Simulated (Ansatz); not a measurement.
Cubic perovskite CsHgBr3 (idealised or unconfirmed structure) was calculated with HSE06 (Ansatz, a quantum-chemistry and plane-wave program, plane waves, PAW).

Run with plane-wave cutoff 460 eV, 6×6×6 k mesh, Fermi–Dirac smearing 0.05 eV, scalar-relativistic PAW data made under PBE.

Equation-of-state points:

| V (Å³/atom) | E − E_lowest (meV/atom) |
|---|---|
| 33.606 | 8.55 |
| 34.057 | 4.69 |
| 34.490 | 2.12 |
| 35.375 | 0.00 |
| 36.259 | 1.56 |
| 37.144 | 6.28 |

Fit the third-order Birch–Murnaghan equation and give B0 and B′.

V0 = 35.419 Å³/atom, B0 = 26.5 GPa, B′ = 5.2 (fit to the energies at full precision).

Note: the relaxation could not lower the start's symmetry, so the cell can be a saddle point above a distorted one.

Spin–orbit coupling is not included; it can open a gap where bands touch, and shift volumes and moduli.

Static lattice: no zero-point or thermal effects.
